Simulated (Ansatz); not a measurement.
The reference is SnC in the rock salt structure (space group Fm-3m, No. 225; a = 4.8015 Å; a hypothetical phase, not in the database extracts checked; relaxed with 0.1 eV smearing).

(Cell as relaxed with PBE.)

Levels (all Ansatz, a quantum-chemistry and plane-wave program, PAW): PBE (420 eV, without spin-orbit coupling); PBEsol (420 eV, no spin-orbit coupling).

Each level relaxes its own structure.

```
base                      PBE    PBEsol
-------------------  --------  --------
volume per atom      13.84 Å³  13.36 Å³
lattice parameter a   4.801 Å   4.745 Å
band gap                 zero      zero
```

The change: the cell is scaled by 1.0566 in all directions, atoms relaxed at fixed cell.

| quantity | PBE | PBEsol |
|---|---|---|
| energy relative to the base (free energy F) | +130 meV/atom | [?] |
| pressure | -14.2 GPa | [?] |
| band gap | zero | [?] |

**Question.** Given the PBE results, estimate those of PBEsol.

**Answer.** 
- energy relative to the base (free energy F), PBEsol: +143 meV/atom
- pressure, PBEsol: -16.2 GPa
- band gap, PBEsol: zero

PBE's energy relative to the base lies 13 meV/atom below PBEsol's; PBE's pressure lies 2.0 GPa above PBEsol's; the two agree on the band gap. Neither level is exact; PBEsol is the comparison here, not a measurement.

The cells carry an imposed strain or load. Stability against distortions was not tested. All final runs are without spin polarisation.
